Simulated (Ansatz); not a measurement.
Hypothetical Fddd WSi2, response to strain

The reference is WSi2 (space group Fddd, No. 70; a = 4.557 Å, b = 7.874 Å, c = 8.915 Å; a hypothetical phase, not in the database extracts checked). Axes: x, y, z lie along a, b, c of the conventional cell.

Strains are applied to the cell and any free atomic positions relax.

Computed with Kohn–Sham DFT with the PBEsol functional, run in Ansatz (an electronic-structure program) with PAW and 420 eV plane waves, no spin-orbit coupling.

Notes on the quantities. pressure: mean of the normal stresses, compression positive; energy relative to the base: free energy F.

| change | pressure | energy relative to the base | volume per atom |
|---|---|---|---|
| base | 0.0 GPa | 0 meV/atom | 13.33 Å³ |
| isotropic strain −1.11 % | 8.3 GPa | +11 meV/atom | 12.89 Å³ |
| isotropic strain −0.82 % | 6.0 GPa | +6.0 meV/atom | 13.00 Å³ |
| isotropic strain +5.28 % | -25.2 GPa | +0.202 eV/atom | 15.55 Å³ |
| tensor shear ε_xy = −0.93 % | 0.1 GPa | +2.7 meV/atom | 13.33 Å³ |

Without a gap, meshes like the base's 13×13×13 leave anisotropic stresses uncertain by several tenths of a GPa, and small strain energies with them. Whether these cells are dynamically stable was not tested. All final runs are without spin polarisation.
